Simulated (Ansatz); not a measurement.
B20 (FeSi-type) MnSi was calculated with r²SCAN+rVV10 in Ansatz (PAW).

Settings: plane-wave cutoff 560 eV, 12×12×12 k mesh, Fermi–Dirac smearing 0.05 eV, spin-polarised with parallel moments, scalar-relativistic PAW data made under PBE.

The cell is scaled about its equilibrium volume:

Shape and atoms are relaxed at each volume.

```json
[
 {"V (Å³/atom)": "11.282", "P (GPa)": "8.45", "moment (μB per cell of 8 atoms)": "7.90"},
 {"V (Å³/atom)": "11.517", "P (GPa)": "4.05", "moment (μB per cell of 8 atoms)": "8.01"},
 {"V (Å³/atom)": "11.752", "P (GPa)": "0.00", "moment (μB per cell of 8 atoms)": "8.08"},
 {"V (Å³/atom)": "11.987", "P (GPa)": "-3.58", "moment (μB per cell of 8 atoms)": "8.14"},
 {"V (Å³/atom)": "12.222", "P (GPa)": "-6.71", "moment (μB per cell of 8 atoms)": "8.22"}
]
```

Note: the collinear magnetic order is the start's and need not be the measured one; the bulk modulus comes from volumes at which shape and atoms were relaxed.

Ansatz is a program for electronic structure.
